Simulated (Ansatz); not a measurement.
## How the c axis length of BeSe (model structure, started from the litharge type, P4/nmm, No. 129, 4 atoms in the cell) moves with the method

No measured value is used here.

```
level (code)         value (Å)
-------------------  ---------
PBE (Ansatz)             5.381
PBEsol (Ansatz)          4.562
PBE-D3(BJ) (Ansatz)      4.021
```

Ansatz's density-functional and Hartree–Fock values are scalar-relativistic unless marked +SOC, with PAW data made under PBE.

A model structure was made by putting elements into a prototype or built by hand; it is no filed structure, need not be a known phase, and can be a saddle point held by its symmetry.

Ansatz is a program for electronic structure.
